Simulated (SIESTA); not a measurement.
A self-consistent single point of Rb (Im-3m, 1 atom in the cell) with SIESTA.

Level of theory: GGA PBE with spin-orbit coupling, numerical atomic orbitals DZP, PseudoDojo PBE fully relativistic norm-conserving potentials (rewritten from UPF to PSML) (SIESTA 5.4.2).

```xyz
1
Lattice="-2.7826 2.7826 2.7826 2.7826 -2.7826 2.7826 2.7826 2.7826 -2.7826" Properties=species:S:1:pos:R:3 pbc="T T T"
Rb     0.0000     0.0000     0.0000
```

Reference input (self-consistent single point, DFT, GGA PBE, numerical atomic orbitals DZP, PseudoDojo PBE standard norm-conserving potentials (rewritten from UPF to PSML)): XC.functional = GGA; XC.authors = PBE; potentials = PseudoDojo PBE standard; PAO.BasisSize = DZP; PAO.EnergyShift = 0.01 Ry; MeshCutoff = 350 Ry; kgrid.MonkhorstPack = 11 11 11; OccupationFunction = MP; OccupationMPOrder = 0; ElectronicTemperature = 3156.43 K; MaxSCFIterations = 150; SCF.Mixer.Method = Pulay. This run's input differs from it in these lines:

```diff
@@ -1,2 +1,2 @@
-# files in the folder: Rb.psml (PseudoDojo PBE standard)
+# files in the folder: Rb.psml (PseudoDojo PBE fully relativistic)
 SystemName  Rb
@@ -33,2 +33,6 @@
 ElectronicTemperature        3156.43 K
+Spin                         spin-orbit
+%block DM.InitSpin
+  1 0.00 0.00 0.00
+%endblock DM.InitSpin
```

Log, with long lists cut:

```
        iscf     Eharris(eV)        E_KS(eV)     FreeEng(eV)     dDmax    Ef(eV) dHmax(eV)
   scf:    1     -736.305270     -736.014911     -736.042386  0.242609 -2.272210  1.902604
     spin moment: {S} , |S| = {    0.00000   -0.00000   -0.00000 }     0.00000
   scf:    2     -736.071318     -736.042889     -736.070375  0.013730 -2.309477  1.287990
     spin moment: {S} , |S| = {    0.00000   -0.00000    0.00000 }     0.00000
   scf:    3     -736.086300     -736.065270     -736.092778  0.026966 -2.386021  0.024022
     spin moment: {S} , |S| = {    0.00000    0.00000    0.00000 }     0.00000
   scf:    4     -736.065348     -736.065206     -736.092717  0.002089 -2.396655  0.074074
     spin moment: {S} , |S| = {    0.00000    0.00000    0.00000 }     0.00000
   scf:    5     -736.065161     -736.065277     -736.092787  0.001521 -2.392286  0.000177
     spin moment: {S} , |S| = {    0.00000   -0.00000   -0.00000 }     0.00000
   scf:    6     -736.065276     -736.065277     -736.092787  0.000006 -2.392268  0.000125
     spin moment: {S} , |S| = {   -0.00000    0.00000   -0.00000 }     0.00000
SCF Convergence by DM+H criterion
max |DM_out - DM_in|         :     0.0000060304
max |H_out - H_in|      (eV) :     0.0001250961
SCF cycle converged after 6 iterations

Using DM_out to compute the final energy and forces

siesta: E_KS(eV) =             -736.0653

siesta: E_KS - E_eggbox =      -736.0653

siesta: Atomic forces (eV/Ang):
     1   -0.000000    0.000000   -0.000000
   Tot   -0.000000    0.000000   -0.000000
   Max    0.000000
   Res    0.000000    sqrt( Sum f_i^2 / 3N )
   Max    0.000000    constrained

Stress tensor Voigt[x,y,z,yz,xz,xy] (kbar):       -3.94       -3.94       -3.94        0.00        0.00        0.00
(Free)E + p*V (eV/cell)     -735.8809
Target enthalpy (eV/cell)     -736.0928

siesta: Program's energy decomposition (eV):
siesta: Enl(+so)=       -30.096251
siesta: Eso(nil)=         0.000000
   [... lines left out ...]
siesta: FreeEng =      -736.092787
   [... lines left out ...]
siesta:    -0.002459    0.000001    0.000001
siesta:     0.000001   -0.002459    0.000001
siesta:     0.000001    0.000001   -0.002459

siesta: Cell volume =         86.183483 Ang**3

siesta: Pressure (static):
siesta:                Solid            Molecule  Units
siesta:           0.00002678          0.00002678  Ry/Bohr**3
siesta:           0.00245888          0.00245888  eV/Ang**3
siesta:           3.93955762          3.93955762  kBar
```

The run converged in 6 iterations. Against the reference run the pressure moves little (0.40 to 0.39 GPa).

The starting cell has typed, rounded lattice constants, without a prior relaxation at this level. Its lattice was rescaled by a random factor within 2.5 % of one. Values carry the incompleteness of an atom-centred basis.
